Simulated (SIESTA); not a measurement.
**Input and output of a self-consistent single point for HfO₂ (P4_2/nmc, 6 atoms in the cell) (SIESTA)**

Method: GGA PBE, numerical atomic orbitals TZP, PseudoDojo PBE standard norm-conserving potentials (rewritten from UPF to PSML) (SIESTA 5.4.2).

This input was run:

```
# files in the folder: Hf.psml O.psml (PseudoDojo PBE standard)
SystemName  HfO2
SystemLabel hfo2

NumberOfAtoms                6
NumberOfSpecies              2
%block ChemicalSpeciesLabel
  1 72 Hf
  2 8 O
%endblock ChemicalSpeciesLabel
LatticeConstant              3.533470 Ang
%block LatticeVectors
     1.000000000    0.000000000    0.000000000
     0.000000000    1.000000000    0.000000000
     0.000000000    0.000000000    1.453577928
%endblock LatticeVectors
AtomicCoordinatesFormat      Bohr
%block AtomicCoordinatesAndAtomicSpecies
     3.338645285    3.338645285    4.852981094  1
     0.000000000    0.000000000    0.000000000  1
     0.000000000    3.338645285    6.767093897  2
     0.000000000    3.338645285    1.914112803  2
     3.338645285    0.000000000    7.791849385  2
     3.338645285    0.000000000    2.938868291  2
%endblock AtomicCoordinatesAndAtomicSpecies

XC.functional                GGA
XC.authors                   PBE
PAO.BasisSize                TZP
PAO.EnergyShift              0.01 Ry
MeshCutoff                   350 Ry
%block kgrid.MonkhorstPack
    8   0   0  0.0
    0   8   0  0.0
    0   0   5  0.0
%endblock kgrid.MonkhorstPack
OccupationFunction           FD
ElectronicTemperature        116.05 K

MaxSCFIterations             150
SCF.Mixer.Method             Broyden
SCF.Mixer.Weight             0.1
SCF.Mixer.History            8
SCF.DM.Tolerance             1.0E-05
Diag.ParallelOverK           true
WriteForces                  true
```

The program printed (abridged):

```
reinit: Reading from file input.fdf

reinit: System Name: HfO2
reinit: System Label: hfo2

coor:   Atomic-coordinates input format  =     Cartesian coordinates
coor:                                            (in Bohr units)

siesta: Atomic coordinates (Bohr) and species
siesta:      3.33865   3.33865   4.85298  1        1
siesta:      0.00000   0.00000   0.00000  1        2
siesta:      0.00000   3.33865   6.76709  2        3
siesta:      0.00000   3.33865   1.91411  2        4
siesta:      3.33865   0.00000   7.79185  2        5
siesta:      3.33865   0.00000   2.93887  2        6

siesta: System type = bulk

initatomlists: Number of atoms, orbitals, and projectors:      6   118   116

siesta: ******************** Simulation parameters ****************************
redata: Spin configuration                          = none
redata: Time-Reversal Symmetry                      = T
redata: Number of Atomic Species                    =        2
redata: Mesh Cutoff                                 =   350.0000 Ry
redata: Net charge of the system                    =     0.0000 |e|
redata: Min. number of SCF Iter                     =        0
redata: Max. number of SCF Iter                     =      150
redata: SCF convergence failure will abort job
redata: SCF mix quantity                            = Hamiltonian
redata: Mix DM or H after convergence               =   F
redata: Recompute H after scf cycle                 =   F
redata: Mix DM in first SCF step                    =   T
redata: No kicks to SCF
redata: DM Mixing Weight for Kicks                  =     0.5000
redata: Require Harris convergence for SCF          =   F
redata: Harris energy tolerance for SCF             =     0.000100 eV
redata: Require DM convergence for SCF              =   T
redata: DM tolerance for SCF                        =     0.000010
redata: Require EDM convergence for SCF             =   F
redata: EDM tolerance for SCF                       =     0.001000 eV
redata: Require H convergence for SCF               =   T
redata: Hamiltonian tolerance for SCF               =     0.001000 eV
redata: Require (free) Energy convergence for SCF   =   F
redata: (free) Energy tolerance for SCF             =     0.000100 eV
redata: Using DFT-D3 dispersion                     =   F
redata: Using Saved Data (generic)                  =   F
redata: Method of Calculation                       = Diagonalization
redata: Electronic Temperature                      =   116.0500 K
redata: Number of TDED substeps                     =        3
redata: Dynamics option                             = Single-point calculation
redata: Save all siesta data in one NC              =   F
redata: ***********************************************************************

%block SCF.Mixers
  Broyden
%endblock SCF.Mixers

%block SCF.Mixer.Broyden
  # Mixing method
  method broyden

  # Mixing options
  weight 0.1000
  weight.linear 0.1000
  weight.prime 0.1000
  history 8
%endblock SCF.Mixer.Broyden

DM_history_depth set to one: no extrapolation allowed by default for geometry relaxation
Size of DM history Fstack: 1
Total number of electrons:    48.000000
Total ionic charge:    48.000000

* ProcessorY, Blocksize:    1  64

* Orbital distribution balance (max,min):   118   118

k-point displ. along   1 input, could be:     0.00    0.50
k-point displ. along   2 input, could be:     0.00    0.50
 Kpoints in:          192 . Kpoints trimmed:          168

siesta: k-grid: Number of k-points = 168
siesta: k-points from Monkhorst-Pack grid
siesta: k-cutoff (effective) =    12.840 Ang
siesta: k-point supercell and displacements
siesta: k-grid:     8     0     0      0.000
siesta: k-grid:     0     8     0      0.000
siesta: k-grid:     0     0     5      0.000

diag: Algorithm                                     = D&C
diag: Parallel over k                               =   F
diag: Use parallel 2D distribution                  =   F
diag: Parallel block-size                           = 64
diag: Parallel distribution                         =     1 x     1
diag: Used triangular part                          = Lower
diag: Absolute tolerance                            =  0.100E-15
diag: Orthogonalization factor                      =  0.100E-05
diag: Memory factor                                 =  1.0000

superc: Internal auxiliary supercell:     5 x     5 x     5  =     125
superc: Number of atoms, orbitals, and projectors:    750  14750  14500

                        Single-point calculation

superc: Internal auxiliary supercell:     5 x     5 x     5  =     125
superc: Number of atoms, orbitals, and projectors:    750  14750  14500

outcell: Unit cell vectors (Ang):
        3.533470    0.000000    0.000000
        0.000000    3.533470    0.000000
        0.000000    0.000000    5.136174

outcell: Cell vector modules (Ang)   :    3.533470    3.533470    5.136174
outcell: Cell angles (23,13,12) (deg):     90.0000     90.0000     90.0000
outcell: Cell volume (Ang**3)        :     64.1272
new_DM -- step:     1
Initializing Density Matrix...

Attempting to read DM from file... Failed...
DM filled with atomic data:

InitMesh: MESH = 40 x 40 x 60 = 96000
InitMesh: Mesh cutoff (required, used) =   350.000   354.176 Ry

stepf: Fermi-Dirac step function

        iscf     Eharris(eV)        E_KS(eV)     FreeEng(eV)     dDmax    Ef(eV) dHmax(eV)
   scf:    1    -4850.934360    -4868.812426    -4868.812426  1.534462 -6.403522  8.979016
   scf:    2    -4878.001351    -4873.640826    -4873.640826  0.063074 -7.145145  6.472559
   scf:    3    -4880.927565    -4879.536808    -4879.536808  0.228277 -2.264080  1.030048
   scf:    4    -4878.341337    -4879.181158    -4879.181158  0.065002 -2.106712  2.013145
   scf:    5    -4879.589099    -4879.621663    -4879.621663  0.120304 -3.185857  0.423883
   scf:    6    -4879.637111    -4879.629607    -4879.629607  0.003973 -3.148920  0.351950
   [... 4 lines left out ...]
   scf:   11    -4879.649760    -4879.649759    -4879.649759  0.000285 -3.001774  0.000555
   scf:   12    -4879.649759    -4879.649759    -4879.649759  0.000017 -3.001796  0.000447
   scf:   13    -4879.649759    -4879.649759    -4879.649759  0.000019 -3.001860  0.000297
   scf:   14    -4879.649759    -4879.649759    -4879.649759  0.000012 -3.001888  0.000240
   scf:   15    -4879.649759    -4879.649759    -4879.649759  0.000009 -3.001915  0.000224

SCF Convergence by DM+H criterion
max |DM_out - DM_in|         :     0.0000089410
max |H_out - H_in|      (eV) :     0.0002243720
SCF cycle converged after 15 iterations

Using DM_out to compute the final energy and forces

siesta: E_KS(eV) =            -4879.6498

siesta: E_KS - E_eggbox =     -4879.6498

siesta: Atomic forces (eV/Ang):
     1   -0.000000    0.000000    0.000000
     2    0.000000    0.000000   -0.000000
     3    0.000000   -0.000000    0.331027
     4    0.000000   -0.000000    0.331027
     5   -0.000000    0.000000   -0.331027
     6    0.000000    0.000000   -0.331027
   Tot    0.000000   -0.000000   -0.000000
   Max    0.331027
   Res    0.156048    sqrt( Sum f_i^2 / 3N )
   Max    0.331027    constrained

Stress tensor Voigt[x,y,z,yz,xz,xy] (kbar):     -153.90     -153.90     -138.05       -0.00       -0.00       -0.00
(Free)E + p*V (eV/cell)    -4873.7014
Target enthalpy (eV/cell)    -4879.6498

siesta: Program's energy decomposition (eV):
siesta: Ebs     =     -1069.711266
siesta: Eions   =      6418.381462
siesta: Ena     =       871.456163
siesta: Ekin    =      2012.451742
siesta: Enl     =      -137.992929
siesta: Eso     =         0.000000
siesta: Edftu   =         0.000000
siesta: DEna    =        27.523988
siesta: DUscf   =         3.850166
siesta: DUext   =         0.000000
siesta: Ex      =     -1156.837843
siesta: Ec      =       -81.719584
siesta: Exc     =     -1238.557427
siesta: Eharris =     -4879.649759
siesta: Etot    =     -4879.649759
siesta: FreeEng =     -4879.649759

siesta: Atomic forces (eV/Ang):
siesta:      1   -0.000000    0.000000    0.000000
siesta:      2    0.000000    0.000000   -0.000000
siesta:      3    0.000000   -0.000000    0.331027
siesta:      4    0.000000   -0.000000    0.331027
siesta:      5   -0.000000    0.000000   -0.331027
siesta:      6    0.000000    0.000000   -0.331027
siesta: ----------------------------------------
siesta:    Tot    0.000000   -0.000000   -0.000000

siesta: Stress tensor (static) (eV/Ang**3):
siesta:    -0.096058   -0.000000   -0.000000
siesta:    -0.000000   -0.096058   -0.000000
siesta:    -0.000000   -0.000000   -0.086163

siesta: Cell volume =         64.127239 Ang**3

siesta: Pressure (static):
siesta:                Solid            Molecule  Units
siesta:           0.00101028          0.00103060  Ry/Bohr**3
siesta:           0.09275942          0.09462559  eV/Ang**3
siesta:         148.61697801        151.60691188  kBar
```

The run converged in 15 iterations.

The starting cell comes from a database of computed structures (which also holds hypothetical and non-ambient phases and stackings), without a prior relaxation at this level. Its lattice was rescaled by a random factor within 2.5 % of one. Values carry the incompleteness of an atom-centred basis. With a pressure of about 15 GPa the cell is away from its equilibrium volume at this level.

Cost on one core of a shared machine: roughly 3 min.
